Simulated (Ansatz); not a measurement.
# VO2: pressure 10 GPa

The parent structure is VO$_{2}$ in the rutile structure (space group P4_2/mnm, No. 136; a = 4.536 Å, c = 2.802 Å; ferromagnetic).

The change: a hydrostatic pressure of 10 GPa.

The values are results of PBEsol in Ansatz (plane waves to 420 eV, PAW, no spin-orbit coupling), not measurements. k-mesh 8×8×13 (Γ-centred); smearing 0.05 eV (Fermi–Dirac).

```json
[
 {"quantity": "volume per atom", "base": "9.61 Å³", "changed": "9.26 Å³", "shift": "-0.35 Å³"},
 {"quantity": "density", "base": "4.78 g/cm³", "changed": "4.96 g/cm³", "shift": "+0.18 g/cm³"},
 {"quantity": "lattice parameter a", "base": "453.6 pm", "changed": "448.1 pm", "shift": "-5.58 pm"},
 {"quantity": "c/a ratio", "base": "0.618", "changed": "0.618", "shift": "0.000"},
 {"quantity": "shortest interatomic distance", "base": "190.4 pm", "changed": "188.5 pm", "shift": "-1.95 pm"},
 {"quantity": "enthalpy H = E + PV relative to the base's energy", "base": "–", "changed": "+0.59 eV/atom", "shift": "–"},
 {"quantity": "band gap", "base": "zero", "changed": "zero", "shift": "–"},
 {"quantity": "magnetic state", "base": "ferromagnetic", "changed": "ferromagnetic", "shift": "–"},
 {"quantity": "largest site moment", "base": "0.79 μB", "changed": "0.75 μB", "shift": "-0.04 μB"}
]
```

Final structure:

```
CELL_PARAMETERS angstrom
      4.48061     0.00000     0.00000
      0.00000     4.48061     0.00000
      0.00000     0.00000     2.76783
ATOMIC_POSITIONS crystal
  V  0.50000 0.50000 0.00000
  V  0.00000 0.00000 0.50000
  O  0.70254 0.70254 0.50000
  O  0.29746 0.29746 0.50000
  O  0.79746 0.20254 0.00000
  O  0.20254 0.79746 0.00000
```

Cost of the whole job for the changed cell (relaxation, final SCF and bands): very roughly 5 core-minutes.

Other magnetic orders, which the real material may have, were not ruled out. Load acts through the strain it causes; cell and atoms are relaxed under it. Whether these cells are dynamically stable was not tested. No other phases were tried under pressure. No Hubbard U is applied, and correlation can decide whether such a compound is a metal. The base started in P2_1/c and relaxed to P4_2/mnm at this level.

Ansatz is an electronic-structure program.
